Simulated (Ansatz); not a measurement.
Take WSi2 (space group I4/mmm, No. 139; a = 3.2289 Å, c = 7.8697 Å; relaxed with 0.1 eV smearing) as the base. Axes: x, y, z lie along a, b, c of the conventional cell.

Level of theory: Ansatz (a program for electronic structure), PBE, PAW, cutoff 420 eV, scalar-relativistic without spin-orbit coupling.

One thing is altered: biaxial strain +2.00 %, plane normal [001], relaxed out of plane (Cartesian); in-plane vectors clamped, the third vector and the atoms free.

Question: Estimate the effect on the energy relative to the base.

Answer: The energy grows by 16 meV/atom.

Question: What happens to the out-of-plane strain?

Answer: The out-of-plane strain is -0.65 %.

Whether these cells are dynamically stable was not tested. The final runs are not spin-polarised.
